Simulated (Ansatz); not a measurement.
Pressure series in Al2Pt

The reference is Al2Pt (space group Fm-3m, No. 225; a = 5.9459 Å).

Cell and atoms are relaxed at each pressure.

Calculations: plane-wave PAW DFT at the PBE level (Ansatz, a quantum-chemistry and plane-wave program, 420 eV), no spin-orbit coupling.

| P (GPa) | V (Å³/atom) |
|---|---|
| -2.00 | 17.802 |
| -1.00 | 17.657 |
| 0.89 | 17.399 |
| 2.09 | 17.247 |
| 4.50 | 16.961 |
| 8.99 | 16.486 |
| 14.99 | 15.945 |
| 22.48 | 15.377 |
| 29.99 | 14.894 |

Fit a third-order Birch–Murnaghan equation of state.

Least squares on P(V) = (3B₀/2)[(V₀/V)^(7/3) − (V₀/V)^(5/3)]·[1 + (3/4)(B₀′ − 4)((V₀/V)^(2/3) − 1)] gives V₀ = 17.52 Å³/atom, B₀ = 130 GPa and B₀′ = 4.3.

Load acts through the strain it causes; cell and atoms are relaxed under it. No phonon test of stability was made. Competing high-pressure phases were not computed. All final runs are without spin polarisation.
